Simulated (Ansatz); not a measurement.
Levels about the gap of amorphous Si$_{24}$O$_{51}$Sc$_{2}$ (77 atoms in a cell of 1163 Å³, 2.26 g/cm³; zone centre alone, so wide bands show as single levels with stretches between that a denser mesh fills), at the geometry that PBE relaxed, where it gives 0.0 GPa on a denser mesh. The participation number counts the atoms over which a state spreads; weights are charges in smoothed Voronoi cells. The levels come from a single point, so bond lengths are those of that geometry. Method of the levels: r2SCAN, scalar-relativistic without spin-orbit coupling (Ansatz, a quantum-chemistry and plane-wave program). Sampling: the zone centre alone; Fermi-Dirac width 0.02 eV; no spin polarisation. At PBE the levels at both edges of the gap are localised (band-tail or defect states), and the nearest spread-out levels lie 5.5 eV apart at the zone centre.

The cell was made by melting and quenching with the CHGNet potential and then relaxed with DFT. O atoms were pushed apart under 1.9 Å during the dynamics, to hinder bonds among them. The hot cell started wider than the set density and was brought back towards it in steps. It is the lowest in DFT energy of 2 quenches. It is a model cell: composition and starting density were chosen by hand, and all elements were melted together. No dispersion term was used. Its density started from a set value of 2.28 and ended at 2.26 g/cm³. Cooling (nominally 320 K/ps over its main leg) ran many orders faster than in experiment, which tends to leave more defects and strain. Values belong to this one cell and scatter from quench to quench. Volume and shape were free in the relaxation.

```tsv
E - E(highest filled), eV	filling	participation number	largest on	weight O	weight Sc	weight Si
-0.69	filled	13.2	O, 2 neighbours	0.95	0.02	0.03
-0.55	filled	8.5	O, 2 neighbours	0.95	0.02	0.03
-0.53	filled	9.4	O, 2 neighbours	0.93	0.04	0.03
-0.40	filled	7.7	O, 2 neighbours	0.95	0.02	0.03
-0.35	filled	5.0	O, 2 neighbours	0.94	0.03	0.03
-0.25	filled	5.7	O, 2 neighbours	0.96	0.01	0.03
0.00	filled	3.2	O, 2 neighbours	0.96	0.01	0.03
4.93	empty	4.3	Sc, 4 neighbours	0.43	0.48	0.09
5.33	empty	7.8	Sc, 4 neighbours	0.46	0.37	0.17
5.44	empty	1.7	Sc, 4 neighbours	0.20	0.78	0.03
5.68	empty	1.8	Sc, 5 neighbours	0.20	0.76	0.04
5.93	empty	1.8	Sc, 5 neighbours	0.20	0.77	0.03
6.04	empty	2.5	Sc, 4 neighbours	0.27	0.68	0.05
6.21	empty	2.0	Sc, 5 neighbours	0.22	0.75	0.04
```

Most localised among these is the empty level at +5.44 eV, on a Sc atom, which has 4 neighbours (O 1.89 Å, O 1.96 Å, O 1.98 Å, O 2.40 Å).
